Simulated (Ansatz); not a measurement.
Consider Cs2AgBiF6 (space group Fm-3m, No. 225; a = 9.359 Å; a cell from a computed database, its experimental status unchecked). Axes: x, y, z lie along the cube axes.

Method: plane-wave PAW DFT at the r2SCAN level (Ansatz, a quantum-chemistry and plane-wave program, 500 eV), without spin-orbit coupling.

Now apply this change: the cell is compressed by 1.82 % along z with no lateral relaxation; the atoms relax in the strained cell.

### Question
Predict the stress tensor and what it implies for the stiffness.

### Answer
Stress of the strained cell less that of the base (GPa, compression positive):
```
   0.60    0.00    0.00
   0.00    0.60    0.00
   0.00    0.00    1.41
```

Then −Δσ_ii/ε with ε = -0.0182 gives secant stiffness values (nonlinear terms included at this strain): C33 ≈ 77 GPa, C13 ≈ 33 GPa and C23 ≈ 33 GPa.

Whether these cells are dynamically stable was not tested.
